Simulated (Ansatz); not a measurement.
Amorphous In9Ga9Zn9O38Ti, 66 atoms at 5.79 g/cm³, one PBE-relaxed geometry, zone centre. Methods: PBE, scalar-relativistic without spin-orbit coupling (Ansatz, an electronic-structure program); r2SCAN, scalar-relativistic without spin-orbit coupling (Ansatz); HSE06, scalar-relativistic without spin-orbit coupling (Ansatz). Plane waves to 420 eV (r2SCAN 500 eV); exact exchange is cut at the cell's faces. At PBE the levels at the filled edge of the gap are localised (band-tail or defect states). All rungs ran without spin polarisation.

It comes from a melt-quench run on a machine-learned potential (CHGNet), relaxed afterwards by DFT. O atoms were pushed apart under 1.9 Å during the dynamics, to hinder bonds among them. The hot cell started wider than the set density and was brought back towards it in steps. It is the lowest in DFT energy of 2 quenches. It is a model cell: composition and starting density were chosen by hand, and all elements were melted together. No dispersion term was used. Its density started from a set value of 5.79 and ended at 5.79 g/cm³. Cooling (nominally 260 K/ps over its main leg) ran many orders faster than in experiment, which tends to leave more defects and strain. A cell of this size samples the disorder only roughly. The volume was held where the preparation left it and the shape relaxed, at a PBE pressure of 1.4 GPa. Stress components on the final sampling reach 1.4 GPa.

The relaxation ran on the zone centre alone. At PBE the level gap is 1.04 eV on a 2×2×2 Γ-centred mesh, and the spacing at the zone centre alone 1.07 eV.

Task: What zone-centre spacing does r2SCAN give, roughly?

Result: 1.55 eV (+0.48 eV against PBE).

Task: What zone-centre spacing does HSE06 give, roughly?

Result: 2.59 eV (+1.52 eV against PBE).

The highest filled and the lowest empty state spread over these numbers of atoms (participation numbers): PBE: 10.0 and 58.6; r2SCAN: 11.4 and 57.6; HSE06: 9.1 and 57.1.
